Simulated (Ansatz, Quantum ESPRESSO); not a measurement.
An Ansatz (a program for electronic structure) input for a self-consistent single point of LaPd5 (P6/mmm, 6 atoms in the cell) (DFT, PBEsol, plane waves, default PAW files made with PBE):

Ansatz 0.2 input:
```yaml
# LaPd5
crystal:
  lattice:
    - [5.234337, 0.000000, 0.000000]
    - [-2.617168, 4.533068, 0.000000]
    - [0.000000, 0.000000, 4.397946]
  atoms:
    - { symbol: La, position: [0.000000, 0.000000, 0.000000] }
    - { symbol: Pd, position: [0.000000, 0.500000, 0.500000] }
    - { symbol: Pd, position: [0.500000, 0.000000, 0.500000] }
    - { symbol: Pd, position: [0.500000, 0.500000, 0.500000] }
    - { symbol: Pd, position: [0.333333, 0.666667, 0.000000] }
    - { symbol: Pd, position: [0.666667, 0.333333, 0.000000] }
kpoints:
  mp_grid:
    grid: [7, 7, 7]
hamiltonian:
  xc: pbesol
  pseudopotentials:
    kind: paw
scf:
  occupations:
    method: gaussian
    width: 0.01 Ry
output:
  forces: true
  eigenvalues: true
  stress: true
```

Problem. Give the Quantum ESPRESSO input for the same structure, mesh, smearing and functional.

Solution. One input that does it (others would too):

```fortran
&control
    calculation = 'scf',
    prefix = 'scf',
    outdir = './tmp/',
    pseudo_dir = './',
    tprnfor = .true.,
    tstress = .true.,
/
&system
    ibrav = 0,
    celldm(1) = 9.891462486,
    nat = 6,
    ntyp = 2,
    ecutwfc = 40,
    ecutrho = 320,
    occupations = 'smearing',
    smearing = 'gaussian',
    degauss = 0.0099958,
/
&electrons
    conv_thr = 1.0d-9,
/
ATOMIC_SPECIES
La   138.9055  la_pbesol_v1.uspp.F.UPF
Pd   106.4200  pd_pbesol_v1.4.uspp.F.UPF
CELL_PARAMETERS alat
   1.000000000     0.000000000     0.000000000
  -0.500000000     0.866025404     0.000000000
   0.000000000     0.000000000     0.840210784
ATOMIC_POSITIONS crystal
La    0.000000000    0.000000000    0.000000000
Pd    0.000000000    0.500000000    0.500000000
Pd    0.500000000    0.000000000    0.500000000
Pd    0.500000000    0.500000000    0.500000000
Pd    0.333333333    0.666666667    0.000000000
Pd    0.666666667    0.333333333    0.000000000
K_POINTS automatic
7 7 7  0 0 0
```

Basis settings and potentials, where a program has them, do not carry over. This input uses DFT, PBEsol, plane waves, GBRV 1.5 ultrasoft (PBESOL) pseudopotentials. The width in Ry is rounded to four decimals. Both were run: pressure 4.94 GPa in Ansatz and 5.67 in Quantum ESPRESSO. Ansatz's pressure is the one without its finite-basis correction.

On Ansatz: the starting cell comes from a database of computed structures (which also holds hypothetical and non-ambient phases and stackings), without a prior relaxation at this level. For this run, on top of that: lattice scaled by 0.98. Spin polarisation is off. With a pressure of about 5 GPa the cell is away from its equilibrium volume at this level.

On Quantum ESPRESSO: the starting cell comes from a database of computed structures (which also holds hypothetical and non-ambient phases and stackings), without a prior relaxation at this level. For this run, on top of that: lattice scaled by 0.98. Spin polarisation is off. With a pressure of about 6 GPa the cell is away from its equilibrium volume at this level.
